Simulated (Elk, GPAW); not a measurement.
A GPAW input for a self-consistent single point of GaSb3 (Fm-3m, 4 atoms in the cell) (DFT PBEsol, plane waves, GPAW PAW datasets PBEsol (made by gpaw-setup)):

```python
from ase import Atoms
from ase.units import GPa
from gpaw import GPAW

atoms = Atoms(['Ga', 'Sb', 'Sb', 'Sb'],
              cell=[[0.000000, 3.655983, 3.655983],
                    [3.655983, 0.000000, 3.655983],
                    [3.655983, 3.655983, 0.000000]],
              positions=[[0.000000, 0.000000, 0.000000],
                         [1.827991, 1.827991, 1.827991],
                         [5.483975, 5.483975, 5.483975],
                         [3.655983, 3.655983, 3.655983]],
              pbc=True)

calc = GPAW(mode={'name': 'pw', 'ecut': 600},
            xc='PBEsol',
            kpts=(9, 9, 9),
            occupations={'name': 'methfessel-paxton', 'width': 0.136, 'order': 0},
            nbands=-12,
            convergence={'forces': 0.001},
            symmetry={'symmorphic': False, 'tolerance': 0.0005},
            maxiter=120,
            txt='-')

atoms.calc = calc

energy = atoms.get_potential_energy()
print('Energy (eV):', round(energy, 6))
forces = atoms.get_forces()
print('Forces (eV/Ang):')
print(forces.round(5))
stress = atoms.get_stress()
print('Stress (GPa, Voigt):', (stress / GPa).round(4))
```

Task: Translate this input to Elk.

Result: This is the input that was run; spellings and numerical settings could be chosen otherwise.

```
tasks
  0

xctype
  22

rgkmax
  8.0

gmaxvr
  14.0

nxoapwlo
  1

stype
  0

swidth
  0.00499791

avec
    0.0000000000    6.9088065863    6.9088065863
    6.9088065863    0.0000000000    6.9088065863
    6.9088065863    6.9088065863    0.0000000000

atoms
  2   : nspecies
  'Ga.in'   : spfname
  1   : natoms; atposl, bfcmt below
  0.0000000000  0.0000000000  0.0000000000    0.0 0.0 0.0
  'Sb.in'   : spfname
  3   : natoms; atposl, bfcmt below
  0.2500000000  0.2500000000  0.2500000000    0.0 0.0 0.0
  0.7500000000  0.7500000000  0.7500000000    0.0 0.0 0.0
  0.5000000000  0.5000000000  0.5000000000    0.0 0.0 0.0

ngridk
  9 9 9
```

Basis, cutoffs, solver keys and any potentials are the target program's own. This input uses DFT, PBEsol, all-electron FP-LAPW, Elk's shipped species files, LAPW+lo basis.

The starting cell comes from a database of computed structures (which also holds hypothetical and non-ambient phases and stackings), without a prior relaxation at this level. For this run, on top of that: lattice scaled by 0.98.
